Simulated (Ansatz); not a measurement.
## Effect of isotropic strain −5.18 % on C

Base system: C in the graphite type structure (space group P6_3/mmc, No. 194; a = 2.458 Å, c = 6.563 Å; layered, stacked along the Cartesian z axis).

Modification: the cell is scaled by 0.9482 in all directions, atoms relaxed at fixed cell.

The values are results of DFT with PBEsol-D3(BJ), PAW potentials and a 420 eV plane-wave cutoff in Ansatz (a first-principles code), without spin-orbit coupling, not measurements. k-mesh 15×15×5 (Γ-centred); smearing 0.05 eV (Fermi–Dirac).

```json
[
 {"quantity": "space group", "base": "P6_3/mmc (No. 194)", "changed": "P6_3/mmc (No. 194)", "shift": "–"},
 {"quantity": "shortest interatomic distance", "base": "1.419 Å", "changed": "1.346 Å", "shift": "-0.0735 Å"},
 {"quantity": "energy relative to the base (free energy F)", "base": "0 meV/atom", "changed": "+0.224 eV/atom", "shift": "+0.224 eV/atom"},
 {"quantity": "pressure (mean of the normal stresses, compression positive)", "base": "0.0 GPa", "changed": "62.8 GPa", "shift": "+62.8 GPa"},
 {"quantity": "band gap", "base": "zero", "changed": "zero", "shift": "–"}
]
```

The mesh was chosen for an insulator and is coarse for the gapless case. Stability against distortions was not tested.
